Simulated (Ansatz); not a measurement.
We consider SnO (within 0.1 Å of Cmce, No. 64, 8 atoms in the cell; start mp-1078644; a measured phase of this formula has another space group), described by r²SCAN+rVV10 (Ansatz, an electronic-structure program, plane waves, PAW).

Numerical settings: plane-wave cutoff 500 eV, 12×12×4 k mesh (along the axes of the cell as run), Fermi–Dirac smearing 0.05 eV, scalar-relativistic PAW data made under PBE.

Cell (relaxed at this level):

```cif
data_O4Sn4
_chemical_formula_sum 'Sn4 O4'
_space_group_name_H-M_alt 'P 1'
_space_group_IT_number 1
_cell_length_a 3.42701
_cell_length_b 3.42701
_cell_length_c 12.14546
_cell_angle_alpha 90.000
_cell_angle_beta 90.000
_cell_angle_gamma 97.738
loop_
_space_group_symop_operation_xyz
  'x, y, z'
loop_
_atom_site_label
_atom_site_type_symbol
_atom_site_fract_x
_atom_site_fract_y
_atom_site_fract_z
_atom_site_occupancy
Sn1 Sn 0.92785 0.07215 0.99954 1
Sn2 Sn 0.07215 0.92785 0.49954 1
Sn3 Sn 0.56785 0.43215 0.77124 1
Sn4 Sn 0.43215 0.56785 0.27124 1
O1 O 0.52691 0.47309 0.94618 1
O2 O 0.47309 0.52691 0.44618 1
O3 O 0.96876 0.03124 0.82458 1
O4 O 0.03124 0.96876 0.32458 1
```

**Question.** Give the computed band gap.

**Answer.** 
band gap: 1.73 eV (on the SCF k mesh)

Spin–orbit coupling is not included.

A start named mp-… is a Materials Project structure, which need not be a measured phase.
